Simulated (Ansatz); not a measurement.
Ansatz (a quantum-chemistry and plane-wave program) run on SiNi (P2_13, 8 atoms in the cell): self-consistent single point.

Method of the run: PBEsol, PAW files made with PBE (plane waves; Ansatz).

The change in words: lattice scaled by 0.98. Reference geometry:
```
CELL_PARAMETERS angstrom
      4.48658     0.00000     0.00000
      0.00000     4.48658     0.00000
      0.00000     0.00000     4.48658
ATOMIC_POSITIONS crystal
  Si 0.65317 0.15317 0.34683
  Si 0.84683 0.84683 0.84683
  Si 0.15317 0.34683 0.65317
  Si 0.34683 0.65317 0.15317
  Ni 0.35050 0.85050 0.64950
  Ni 0.14950 0.14950 0.14950
  Ni 0.85050 0.64950 0.35050
  Ni 0.64950 0.35050 0.85050
```

Reference input (self-consistent single point, DFT, PBEsol, plane waves, PAW files made with PBE): basis.ecutwfc = 420 eV; kpoints.mp_grid.grid = 8 8 8; hamiltonian.xc = pbesol; hamiltonian.pseudopotentials = {kind: paw} (an earlier, softer set of the program's PAW files); scf.occupations.method = gaussian; scf.occupations.width = 0.2 eV. This run's input differs from it in these lines:

```diff
@@ -2,5 +2,5 @@
   lattice:
-    - [4.486576, 0.000000, 0.000000]
-    - [0.000000, 4.486576, 0.000000]
-    - [0.000000, 0.000000, 4.486576]
+    - [4.396844, 0.000000, 0.000000]
+    - [0.000000, 4.396844, 0.000000]
+    - [0.000000, 0.000000, 4.396844]
   atoms:
```

Output, abridged:

```
SCF iter   1: F=—  HF=-25711.214946 eV  |F-HF|=—  |Δ(HF+E_count)|=         —  Δρ=7.99e-2  dr2=6.06e0  ethr=3.10e-3  ⟨swp⟩=7.5  Hψ=9476  notcnv=0
all-band conjugate gradients solve this SCF's bands
preconditioner: auto → Kerker (q_TF=auto, 2.744 Å⁻¹)
SCF iter   2: F=—  HF=-25710.318024 eV  |F-HF|=—  |Δ(HF+E_count)|=   8.97e-1  Δρ=3.29e-2  dr2=1.49e0  ethr=3.10e-3  ⟨swp⟩=3.0  Hψ=3963  notcnv=0  defer=101
   [... lines left out ...]
SCF iter   6: F=—  HF=-25709.786980 eV  |F-HF|=—  |Δ(HF+E_count)|=   1.38e-4  Δρ=2.75e-4  dr2=5.56e-5  ethr=7.12e-7  ⟨swp⟩=2.0  Hψ=4219  notcnv=0  defer=97
SCF iter   7: F=—  HF=-25709.787411 eV  |F-HF|=—  |Δ(HF+E_count)|=   4.32e-4  Δρ=4.69e-5  dr2=1.39e-6  ethr=6.32e-8  ⟨swp⟩=2.0  Hψ=3677  notcnv=0  defer=97
SCF iter   8: F=—  HF=-25709.787411 eV  |F-HF|=—  |Δ(HF+E_count)|=   4.07e-7  Δρ=1.18e-5  dr2=1.03e-7  ethr=1.57e-9  ⟨swp⟩=2.1  Hψ=3820  notcnv=0  defer=97
SCF iter   9: F=-25709.787411 eV  HF=-25709.787411 eV  |F-HF|=7.75e-10  |Δ(HF+E_count)|=   3.20e-8  Δρ=1.62e-6  dr2=1.50e-9  ethr=1.14e-10  ⟨swp⟩=10.8  Hψ=11009  notcnv=0
SCF 1 converged in 9 iterations: F = -25709.787411 eV  dr2 = 1.50e-9
Free energy (F): -25709.787411 eV
Internal energy: -25709.735744 eV  (E = F + TS)
E sigma→0 (E₀):  -25709.761577 eV
Entropy (-TS):   -0.051667 eV (-6.458 meV/atom)
Fermi energy:    17.795932 eV
--- Forces (eV/Å), atoms counted from 1 ---
  atom   1  Si     0.00244968     0.00244968    -0.00244968
  atom   2  Si    -0.00244968    -0.00244968    -0.00244968
  atom   3  Si     0.00244968    -0.00244968     0.00244968
  atom   4  Si    -0.00244968     0.00244968     0.00244968
  atom   5  Ni    -0.00967991    -0.00967991     0.00967991
  atom   6  Ni     0.00967991     0.00967991     0.00967991
  atom   7  Ni    -0.00967991     0.00967991    -0.00967991
  atom   8  Ni     0.00967991    -0.00967991    -0.00967991
--- Stress (GPa, compression-positive) ---
       10.874522       0.000000      -0.000000
        0.000000      10.874522       0.000000
       -0.000000       0.000000      10.874522
  P = ⅓ Tr σ = 10.8745 GPa (108.745 kbar)
  The stress holds the Pulay correction. Without it, at fixed plane waves, as pw.x and ABINIT print it: P = 10.8216 GPa
```

The run converged in 9 iterations. Against the reference run the free energy goes up by 16.0 meV/atom, the pressure goes from -2.42 to 10.87 GPa and the largest force goes from 0.033 to 0.017 eV/Å.

The starting cell comes from a database of computed structures (which also holds hypothetical and non-ambient phases and stackings), without a prior relaxation at this level. Its lattice was rescaled by a random factor within 2.5 % of one. For this run, on top of that: lattice scaled by 0.98. Spin polarisation is off. With a pressure of about 11 GPa the cell is away from its equilibrium volume at this level. Ansatz's pressure includes its estimate of the finite-basis (Pulay) stress.

Cost on one core of a shared machine: roughly 30 s.

Keys are those of Ansatz 0.2.
